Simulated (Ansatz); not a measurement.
**How far to go with shifted k-point meshes: TiSi (Pm, 8 atoms in the cell)**

```
CELL_PARAMETERS angstrom
      6.54479     0.00000     0.00000
      0.00000     3.64990     0.00000
      0.00000     0.00000     5.01845
ATOMIC_POSITIONS crystal
  Ti 0.67568 0.25000 0.38174
  Ti 0.32432 0.75000 0.62822
  Ti 0.82432 0.75000 0.87178
  Ti 0.17568 0.25000 0.12822
  Si 0.54393 0.25000 0.85540
  Si 0.45607 0.75000 0.14460
  Si 0.95607 0.75000 0.35540
  Si 0.04393 0.25000 0.64460
```

Method of the run: LDA (PW92), default PAW files made with PBE (plane waves; Ansatz, an electronic-structure program).

Base settings: basis.ecutwfc = 30.9 Ry; kpoints.mp_grid.grid = 3 7 5; hamiltonian.xc = lda; hamiltonian.pseudopotentials = {kind: paw} (the program's default PAW files); scf.occupations.method = fermi_dirac; scf.occupations.width = 0.0073 Ry.

In this ladder: kpoints.mp_grid.shift = 0.5 0.5 0.5.

Only quantities that move along the ladder and can be compared are tabulated.

The count of work is k-points × plane waves × bands × iterations; it is no time. Core times come from one kind of shared machine, to one figure; runs under 30 s give none.

The starting cell comes from a database of computed structures (which also holds hypothetical and non-ambient phases and stackings), without a prior relaxation at this level. Its lattice was rescaled by up to half a per cent. One atom was moved a little off its site on purpose. Spin polarisation is off. In the base run, with a pressure of about -8 GPa the cell is away from its equilibrium volume at this level. Ansatz's pressure includes its estimate of the finite-basis (Pulay) stress.

| kpoints.mp_grid.grid | free energy less the last step's (meV/atom) | pressure (GPa) | largest difference of a force vector from the last step's (eV/Å) | count of work / last | core time / last (rough) |
|---|---|---|---|---|---|
| 1 2 1 | -68.24 | -8.23 | 1.439 | 0.0017 | – |
| 1 2 2 | -94.74 | -9.52 | 0.491 | 0.0017 | – |
| 2 2 2 | -56.43 | -8.75 | 0.322 | 0.0034 | – |
| 2 3 2 | 11.28 | -8.10 | 0.253 | 0.0059 | – |
| 2 3 3 | -4.65 | -8.19 | 0.238 | 0.0088 | – |
| 3 4 3 | 1.86 | -8.16 | 0.046 | 0.017 | – |
| 3 6 4 | 2.04 | -8.16 | 0.029 | 0.026 | – |
| 4 7 5 | -0.52 | -8.22 | 0.011 | 0.068 | – |
| 5 9 6 | 0.00 | -8.20 | 0.004 | 0.13 | 0.1 |
| 6 11 8 | -0.01 | -8.21 | 0.001 | 0.21 | 0.2 |
| 10 18 13 | 0.00 | -8.21 | 0.000 | 1.0 | 1 |

Coarsest kpoints.mp_grid.grid that holds the forces within 0.01 eV/Å of the last step, with all finer ones: 5 9 6, at 0.13 of the last step's count of work and about 0.1 of the last step's time; the step before is off by 0.011 eV/Å.

Coarsest kpoints.mp_grid.grid that holds the free energy within 1 meV/atom of the last step, with all finer ones: 4 7 5, at 0.068 of the last step's count of work; the step before is off by 2.0 meV/atom.

Coarsest kpoints.mp_grid.grid that holds the pressure within 1 GPa of the last step, with all finer ones: 2 2 2, at 0.0034 of the last step's count of work; the step before is off by 1.3 GPa.

Keys are those of Ansatz 0.2.
